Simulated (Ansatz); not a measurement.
The reference is WSi₂ (space group I4/mmm, No. 139; a = 3.202 Å, c = 7.818 Å; relaxed with 0.1 eV smearing). Axes: x, y, z lie along a, b, c of the conventional cell.

Calculations: PBEsol (Ansatz, a first-principles code), scalar-relativistic without spin-orbit coupling.

Strains are applied to the cell and any free atomic positions relax.

One change was made to it. Results:

```json
[
 {"quantity": "pressure (mean of the normal stresses, compression positive)", "base": "0.0 GPa", "after": "1.1 GPa"},
 {"quantity": "energy relative to the base (free energy F)", "base": "0 meV/atom", "after": "+0.5 meV/atom"}
]
```

**Question.** Which of these changes matches the shifts?
A) uniaxial strain ε_xx = +2.00 %
B) uniaxial strain ε_xx = +1.00 %
C) uniaxial strain ε_xx = −2.00 %
D) uniaxial strain ε_xx = −0.50 %
E) uniaxial strain ε_xx = −1.50 %

**Answer.** D, uniaxial strain ε_xx = −0.50 %. For comparison, the energy relative to the base in the other runs: uniaxial strain ε_xx = +1.00 % gives +1.8 meV/atom; uniaxial strain ε_xx = −2.00 % gives +7.6 meV/atom; uniaxial strain ε_xx = −1.50 % gives +4.2 meV/atom; uniaxial strain ε_xx = +2.00 % gives +7.0 meV/atom.

Stability against distortions was not tested. The final runs are not spin-polarised.
